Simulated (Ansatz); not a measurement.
## BaF2: pressure series

The parent structure is BaF₂ in the fluorite structure (space group Fm-3m, No. 225; a = 6.1374 Å).

Cell and atoms are relaxed at each pressure.

Method: PBEsol in Ansatz (plane waves to 420 eV, PAW, no spin-orbit coupling).

```csv
P (GPa),V (Å³/atom)
-1.99,19.952
-0.99,19.589
2.99,18.444
6.98,17.592
14.99,16.354
30.00,14.845
50.00,13.560
74.99,12.479
99.99,11.698
```

A third-order Birch–Murnaghan fit to these points gives V₀ = 19.26 Å³/atom, B₀ = 64 GPa and B₀′ = 4.5. At pressure 100 GPa the volume is 60.8 % of V₀.

Between the base and pressure 7 GPa the gap moves from 6.83 eV to 7.19 eV, a mean slope of 53 meV/GPa.

Load acts through the strain it causes; cell and atoms are relaxed under it. Whether these cells are dynamically stable was not tested. No other phases were tried under pressure.

Ansatz is a quantum-chemistry and plane-wave program.
